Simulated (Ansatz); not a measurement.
## AlN: response to strain

The reference is AlN in the wurtzite structure (space group P6_3mc, No. 186).

```xyz
4
Lattice="3.0888 0.0000 0.0000 -1.5444 2.6750 0.0000 0.0000 0.0000 4.9433" Properties=species:S:1:pos:R:3 pbc="T T T"
Al     0.0000     1.7833     0.0000
Al     1.5444     0.8917     2.4717
N      0.0000     1.7833     1.8883
N      1.5444     0.8917     4.3599
```

Strains are applied to the cell and any free atomic positions relax.

Method: Kohn–Sham DFT with the LDA functional, run in Ansatz (a first-principles code) with PAW and 420 eV plane waves, no SOC.

Notes on the quantities. pressure: mean of the normal stresses, compression positive.

| isotropic strain (%) | pressure (GPa) |
|---|---|
| -3 | 23.0 |
| -2.4 | 17.7 |
| -1.8 | ? |
| -1.2 | 8.2 |
| 0 | 0.0 |

Problem. Fit P = P₀ − Bδ + Cδ² with δ = (1 + ε)³ − 1 to the rows shown and predict the withheld row.

Solution. Least squares on the printed values gives P₀ = 0.0 GPa, B = 207 GPa (at held cell shape), C = 643 GPa (largest residual 0.0 GPa); this predicts 12.8 GPa, and the run gives 12.8 GPa, in agreement.

Stability against distortions was not tested.
